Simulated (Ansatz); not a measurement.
## Effective masses and thermopower of CdSe under load (space group P6_3mc)

Input:

```yaml
crystal:
  lattice:
    - [4.23092, 0.00000, 0.00000]
    - [-2.11546, 3.66408, 0.00000]
    - [0.00000, 0.00000, 7.12762]
  atoms:
    - { symbol: Cd, position: [0.33333, 0.66667, 0.00315] }
    - { symbol: Cd, position: [0.66667, 0.33333, 0.50315] }
    - { symbol: Se, position: [0.33333, 0.66667, 0.37185] }
    - { symbol: Se, position: [0.66667, 0.33333, 0.87185] }
```

These are PBE with spin-orbit coupling, rigid bands (plane waves, PAW; Ansatz, a quantum-chemistry and plane-wave program) values and carry that method's errors. Condition of this run: biaxial stress in the c plane of 1.4 GPa (compression positive) (the target of the relaxation). Geometry: cell and atoms relaxed with PBEsol, then loaded as said.

band gap: 0.51 eV
electron conductivity mass (300 K, dilute): 0.078 (x), 0.078 (y), 0.075 (z) mₑ
hole conductivity mass (300 K, dilute): 0.49 (x), 0.49 (y), 1.55 (z) mₑ
effective density of states N_c (300 K): 4.8e17 cm⁻³
effective density of states N_v (300 K): 1.1e19 cm⁻³
density-of-states mass, electrons: 0.071 mₑ
density-of-states mass, holes: 0.58 mₑ
Seebeck coefficient, n-type 1e19 cm⁻³, 300 K: -53 μV/K
best n-type power factor at 300 K for τ = 10 fs (best axis; densities from 1e16 to 1e21 cm⁻³ tried, whether or not they can be reached): 1.02 μW/(cm·K²) at 3e18 cm⁻³
Seebeck coefficient, p-type 1e19 cm⁻³, 300 K: 254 μV/K
best p-type power factor at 300 K for τ = 10 fs (best axis; densities from 1e16 to 1e21 cm⁻³ tried, whether or not they can be reached): 5.2 μW/(cm·K²) at 3e20 cm⁻³

Rigid bands; masses and Seebeck coefficients take one relaxation time τ for all states and one kind of carrier; polarons and phonon drag are left out. Geometry: cell and atoms relaxed with PBEsol.
